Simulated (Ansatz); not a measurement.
# Ga2O3: energy against strain

Ga2O3 (corundum, R-3c, 9.411 Å³/atom at rest, c along z) under a strain ε along c (axis z), the other axes held. LDA in Ansatz, a plane-wave DFT program (PAW, default set), 420 eV, 8×8×8 Γ-centred mesh, Fermi-Dirac smearing 0.05 eV; ions are relaxed within the symmetry of each cell.

Here s stands for strain and y for E less E0.

| strain (%) | E less E0 (meV/atom) |
|---|---|
| -3.00 | ? |
| -1.50 | 2.48 |
| -0.75 | 0.63 |
| 0.00 | 0.00 |
| 0.75 | 0.62 |
| 1.50 | 2.42 |

The 5 complete rows are fitted with a parabola, y against s. Least squares gives y = 0.009 - 0.0173·s + 1.0857·s². Residuals (row less fit): 0.002, -0.003, -0.009, 0.013, -0.006; standard error 0.012 (degrees of freedom: 2). Twice the quadratic coefficient over the volume, 2 × 1.0857 meV × 10⁴ × 0.1602 / 9.411 Å³, is the elastic constant C33 = 370 ± 2.0 GPa.

### Question
Predict the withheld y at s = -3.00 from the fit, and compare with the calculation.

### Answer
y = 0.009 - 0.0173 × (-3.00) + 1.0857 × (-3.00)² = 9.832 meV/atom. The calculation gives 10.09 meV/atom, 0.258 meV/atom above the prediction (2.6 % of the range of y in the table). The row lies outside the fitted rows, so this is an extrapolation. From the scatter of the fitted rows alone, a prediction at this place has a standard error of 0.051 meV/atom, so the miss is 5.1 times that.

One order more, fitted to all 9 runs of the series, follows each within 0.01, so the miss is the next term of a smooth law. Ga2O3 is here the metastable α form; monoclinic β is stable. Rows are the converged runs of the series near zero and its far end; series whose fitted rows scatter by over a few per cent of the range, as at a crossing or softening among them, aren't shown in this form. Most that stay on the fit to the last digits aren't either.
